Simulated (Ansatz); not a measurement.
## Several settings converged on CdAu (Pm-3m, 2 atoms in the cell)

```yaml
crystal:
  lattice:
    - [3.35088, 0.00000, 0.00000]
    - [0.00000, 3.35088, 0.00000]
    - [0.00000, 0.00000, 3.35088]
  atoms:
    - { symbol: Cd, position: [0.00000, 0.00000, 0.00000] }
    - { symbol: Au, position: [0.50000, 0.50000, 0.50000] }
```

Base method: LDA (PW92), default PAW files made with PBE (plane waves; Ansatz, an electronic-structure program).

Base settings: basis.ecutwfc = 30.9 Ry; kpoints.mp_grid.grid = 10 10 10; hamiltonian.xc = lda; hamiltonian.pseudopotentials = {kind: paw} (the program's default PAW files); scf.occupations.method = fermi_dirac; scf.occupations.width = 0.0073 Ry.

**Zone-centre phonons against the cutoff**

In this ladder: phonons.method = dfpt.

The mesh stays at the base's, so the ladder's end is converged at best in this setting alone.

Frequencies are those of the unrelaxed cell, without the LO-TO term of polar crystals.

Only quantities that move along the ladder and can be compared are tabulated.

| basis.ecutwfc | highest zone-centre frequency (cm⁻¹) |
|---|---|
| 15.4 Ry | 0.0 |
| 18.4 Ry | 135.1 |
| 21.7 Ry | 105.5 |
| 26.1 Ry | 103.6 |
| 30.9 Ry | 103.7 |
| 37.1 Ry | 103.7 |
| 46.3 Ry | 103.7 |

Coarsest basis.ecutwfc that holds the highest zone-centre frequency within 2 cm⁻¹ of the last step, with all finer ones: 21.7 Ry; the step before is off by 31 cm⁻¹.

**The force threshold of a relaxation**

On CdAu (P4mm, 2 atoms in the cell): one atom moved by 0.15 angstrom.

In this ladder: relax = atoms.

The mesh stays at the base's, so the ladder's end is converged at best in this setting alone.

Only quantities that move along the ladder and can be compared are tabulated.

```csv
relax.f_tol,largest force left (eV/Å),relaxation steps
0.2 eV/Å,0.0141,2
0.1 eV/Å,0.0140,3
0.05 eV/Å,0.0140,3
0.03 eV/Å,0.0140,3
0.02 eV/Å,0.0140,3
0.01 eV/Å,0.0001,4
0.005 eV/Å,0.0002,4
0.002 eV/Å,0.0001,5
0.001 eV/Å,0.0001,5
```

Coarsest relax.f_tol that holds the largest force left within 0.01 eV/Å of the last step, with all finer ones: 0.01 eV/Å; the step before is off by 0.014 eV/Å.

On the base run: the starting cell comes from a database of computed structures (which also holds hypothetical and non-ambient phases and stackings), without a prior relaxation at this level. Its lattice was rescaled by up to half a per cent. In the base run, with a pressure of about -7 GPa the cell is away from its equilibrium volume at this level.

Keys are those of Ansatz 0.2.
